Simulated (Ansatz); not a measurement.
The parent structure is FeS2 (space group Pnnm, No. 58; a = 4.367 Å, b = 5.333 Å, c = 3.344 Å; non-magnetic).

Computed with PBEsol (Ansatz, an electronic-structure program; PAW; 420 eV plane waves; spin-orbit coupling left out).

For the base:

| Quantity | Result |
|---|---|
| Shortest interatomic distance | 2.192 Å |
| Band gap | 0.92 eV |
| Smallest direct gap | 1.23 eV |
| Density | 5.11 g/cm³ |

Modification: every S is replaced by Se; the structure is relaxed again.

Problem. What happens to the shortest interatomic distance, band gap, smallest direct gap and density?

Solution. The shortest interatomic distance goes up by 0.136 Å (2.192 Å → 2.328 Å); the band gap shrinks by 0.570 eV, from 0.92 eV to 0.34 eV; the smallest direct gap drops by 0.33 eV (1.23 eV → 0.90 eV); the density increases by 2.34 g/cm³ to 7.45 g/cm³.

Whether these cells are dynamically stable was not tested. Seeded moments were not kept for S → Se and the base. The final runs are not spin-polarised.
